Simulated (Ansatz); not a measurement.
A working Ansatz (a program for electronic structure) input for AgAuCl4 (P1, 12 atoms in the cell) (DFT, PBEsol, plane waves, default PAW files made with PBE):

Ansatz 0.2 input:
```yaml
# AgAuCl4
crystal:
  lattice:
    - [6.306007, -2.050500, 0.000000]
    - [6.306007, 2.050500, 0.000000]
    - [-6.166227, 0.000000, 11.545543]
  atoms:
    - { symbol: Cl, position: [0.451617, 0.838757, 0.151429] }
    - { symbol: Cl, position: [0.169895, 0.562438, 0.354443] }
    - { symbol: Cl, position: [0.558944, 0.163623, 0.852793] }
    - { symbol: Cl, position: [0.826888, 0.452091, 0.644076] }
    - { symbol: Cl, position: [0.149633, 0.086548, 0.910579] }
    - { symbol: Cl, position: [0.897627, 0.865149, 0.586360] }
    - { symbol: Cl, position: [0.857520, 0.908415, 0.093281] }
    - { symbol: Cl, position: [0.096712, 0.134742, 0.414425] }
    - { symbol: Ag, position: [0.493785, 0.492506, 0.746069] }
    - { symbol: Ag, position: [0.525252, 0.479585, 0.252472] }
    - { symbol: Au, position: [-0.008478, -0.003137, -0.005094] }
    - { symbol: Au, position: [-0.019395, 0.019283, 0.499166] }
kpoints:
  mp_grid: { grid: [4, 4, 2], shift: [0.5, 0.5, 0.5] }
hamiltonian:
  xc: pbesol
  pseudopotentials: { kind: paw }
scf:
  occupations: { method: fermi_dirac, width: 0.1 }
output:
  forces: true
  eigenvalues: true
  stress: true
```

The run converged in 8 iterations: free energy E − TS (on the zero of these files) -49548.9719 eV; gap on the k-point mesh 0.94 eV; pressure 0.43 GPa; largest force (vector length) 2.528 eV/Å. Each of these slips is then made, one at a time:

(1)
fractional positions typed under position_ang

(2)
```diff
+total_charge: 2.0
```

Problem. What happens in each case?

Solution. 
(1) Fractional and Cartesian coordinates mixed up. The program stopped before any SCF iteration.
```
SCF: the overlap matrix is not positive definite, so this SCF or pass stopped before solving anything: energies and bands computed with it would not be physical. With PAW pseudopotential files every eigenvalue of that matrix must be above 0; at 16 of 16 k-points the lowest is not, and the worst, at k-point 5 (counted from zero), is -7.7e-1 (as comp [...]
```

(2) An unintended net charge. The run converged in 14 iterations without an error; against the sound input the pressure goes from 0.43 to -2.05 GPa, the largest force goes from 2.528 to 2.441 eV/Å and no clean gap remains on the mesh (levels overlap or are partly filled), against 0.94 eV before.

The starting cell comes from a database of published, mostly measured structures (it also holds non-ambient and calculated ones), without a prior relaxation at this level. Its atoms were displaced at random from the sites of space group no. 15. Spin-orbit coupling is off. In the base run, forces exceed 1 eV/Å. Ansatz's pressure includes its estimate of the finite-basis (Pulay) stress. The shifted mesh does not hold Γ, so a gap read on it misses any band edge there.

Left out of this page: 3 runs of the series outside the window shown, repeating another row's setting, or not comparable; 1 run of the series stopped by limits of time or memory.
